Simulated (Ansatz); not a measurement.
# Pressure series in AlP

Take AlP in the zinc blende structure (space group F-43m, No. 216; a = 5.508 Å) as the base.

Cell and atoms are relaxed at each pressure.

All numbers come from PBE (Ansatz, a first-principles code; PAW; 420 eV plane waves; spin-orbit coupling left out).

| pressure (GPa) | volume per atom (Å³/atom) |
|---|---|
| -2 | 21.421 |
| -1 | ? |
| 0 | 20.885 |
| 0.9 | 20.663 |
| 2.1 | 20.386 |
| 4.5 | 19.881 |
| 9 | 19.083 |
| 15 | 18.213 |
| 30 | 16.623 |

Task: Fit the third-order Birch–Murnaghan form P(V) = (3B₀/2)[(V₀/V)^(7/3) − (V₀/V)^(5/3)]·[1 + (3/4)(B₀′ − 4)((V₀/V)^(2/3) − 1)] (squares taken in P) to the rows shown and predict the withheld row.

Result: Least squares on the printed values gives V₀ = 20.884 Å³/atom, B₀ = 83.3 GPa, B₀′ = 4.0; this predicts 21.142 Å³/atom, and the run gives 21.143 Å³/atom, in agreement.

Load acts through the strain it causes; cell and atoms are relaxed under it. Whether these cells are dynamically stable was not tested. Measured, AlP leaves this structure (for the NiAs type) near 14.2 GPa (temperature not stated; as listed in Datta, Sujoy, Jana, Debnarayan, arXiv (2020)), on rising pressure, with hysteresis.
